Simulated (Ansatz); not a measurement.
Consider the following.

```
InP
1.0
    4.17472     0.00000     0.00000
   -2.08736     3.61542     0.00000
    2.08736    -1.20514     3.40865
In P
1 1
Direct
  0.00000   0.00000   0.00000
  0.25000   0.75000   0.25000
```

Space group of this cell: F-43m, zinc blende. The cell is taken as given.

Computed with r2SCAN (plane waves, PAW; Ansatz, an electronic-structure program).

The current runs along the normal of the first two printed vectors; no spin-orbit coupling. Scaled by the factor s: the length along the current (ions clamped). Meshes 10×10×10 and 12×12 across the current in all rows.

| s | mean pressure (GPa) | slowest mid-gap decay constant κ (1/Å) |
|---|---|---|
| 0.97 | 2.5 | 0.078 |
| 1.00 | 0.1 | 0.067 |
| 1.03 | -1.7 | ? |

Take the slope of the slowest mid-gap decay constant κ against ln s from the two given rows, extrapolate to s = 1.03, and say what the run there gives.

Slope = (0.078 − 0.067) / ln 0.97 = -0.361 1/Å. The line gives 0.067 + (-0.361) × ln 1.03 = 0.056 1/Å. The run gives 0.057 1/Å, 0.001 1/Å over the line, 6 % of the predicted step.
